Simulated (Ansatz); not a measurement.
The starting structures come from a database of crystals and need not be the phases stable at ambient conditions.

 Where the default PAW files enter, the runs use the earlier of Ansatz's two default sets.

The decay constant κ of evanescent states in the gap governs leakage through a thin film.

Given:

```
PbCN2
1.0
    3.85064     0.00000     0.00000
    0.00000     5.57326     0.00000
    0.00000     0.00000    11.93200
Pb C N
4 4 8
Cartesian
  2.88798   4.96496   1.61957
  0.96266   0.60831  10.31244
  0.96266   3.39494   7.58557
  2.88798   2.17832   4.34644
  2.88798   3.45279  10.70433
  0.96266   2.12048   1.22767
  0.96266   4.90711   4.73833
  2.88798   0.66616   7.19367
  0.96266   3.76098   5.23473
  2.88798   1.81229   6.69727
  2.88798   4.59892  11.20073
  0.96266   0.97435   0.73127
  0.96266   0.42284   4.18396
  2.88798   5.15043   7.74805
  2.88798   2.36379  10.14996
  0.96266   3.20947   1.78205
```

Space group of this cell: Pnma. The cell was relaxed by PBE-D3(BJ); by r2SCAN its mean pressure is -1.5 GPa.

Transport runs along the normal of the first two printed cell vectors.

The gap is the functional's own, uncorrected, and κ follows it; spin-orbit coupling is left out. Mid-gap values are interpolated between the computed energies.

Estimate the band gap and the smallest decay constant κ at mid-gap that Ansatz (a quantum-chemistry and plane-wave program) with r2SCAN returns for this system.

Gap 1.96 eV on a 8×6×4 mesh; κ = 0.300 1/Å, at (0.000, 0.500) of the in-plane reciprocal vectors. At the zone centre, at the nearest computed energy, the slowest state has κ = 0.35 1/Å.
